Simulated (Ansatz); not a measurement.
This concerns the formation energy of SiC (4H, P6₃mc) from the elements. Reaction: C (graphite) + Si (diamond) → SiC (4H). Negative: the products are lower in energy. The value is per atom of the solid.

SiC (4H, P6₃mc), 8 atoms in the cell, k-point mesh 12×12×4 on the run's own vectors.
CSi is modelled in the hexagonal space group P6₃mc (No. 186), Pearson symbol hP8. Lattice parameters: a = b = 3.0721 Å, c = 10.0582 Å, α = β = 90.00°, γ = 120.00°. Si1 on 2b sees 4 C at 1.882–1.891 Å (tetrahedral). Si2 on 2a is surrounded by 4 C at 1.880–1.885 Å (tetrahedral). C1 on 2b has 4 Si at 1.880–1.891 Å (tetrahedral). C2 on 2a is surrounded by 4 Si at 1.882–1.885 Å (tetrahedral). (Neighbours: up to the widest gap in distance over summed covalent radii, below 1.35, at either atom.)

C (graphite, P6₃/mmc), 4 atoms in the cell, k-point mesh 18×18×6 on the run's own vectors. Conventional cell: a = b = 2.465 Å, c = 6.741 Å, α = β = 90.00°, γ = 120.00°.

Si (diamond, Fd-3m), 2 atoms in the cell, k-point mesh 10×10×10 on the run's own vectors. Conventional cell: a = 5.421 Å, b = 5.421 Å, c = 5.421 Å, α = 90.00°, β = 90.00°, γ = 90.00°.

Computed with Ansatz (plane waves, PAW), its PAW set soft_1, cutoff 420 eV, 500 eV for r2SCAN. The structures are at rest with PBE+D3(BJ); other levels are single points on them. HSE06 runs on coarser k-point meshes, mended by the PBE difference between the two meshes. Some cells are metallic or hold partly filled levels, where a hybrid on a coarse mesh is less sure. Neutral cells; Fermi-Dirac smearing of at most 0.05 eV in the solids, energies taken to zero width. The lattices are those relaxed with PBE+D3(BJ), so at other levels the solids can be strained, which adds to the spread. A dispersion term (D3(BJ), or D4 for r2SCAN) was computed beside these levels and is taken off wherever the name lacks it. No zero-point or thermal terms. The structures are the rest points that the relaxations reached, not proven lowest.

Problem. Estimate the value that PBE returns for this input.

Solution. -0.21 eV/atom, for C (graphite) + Si (diamond) → SiC (4H).

Problem. What do the other levels give, and how wide is the spread?

Solution. 
```csv
Method,value (eV/atom),less PBE
PBE+D3(BJ),-0.28,-0.07
r2SCAN+D4,-0.33,-0.12
HSE06,-0.28,-0.07
```

The levels shown span 0.12 eV/atom, from r2SCAN+D4 (-0.33) to PBE (-0.21).

Ansatz is an electronic-structure program.
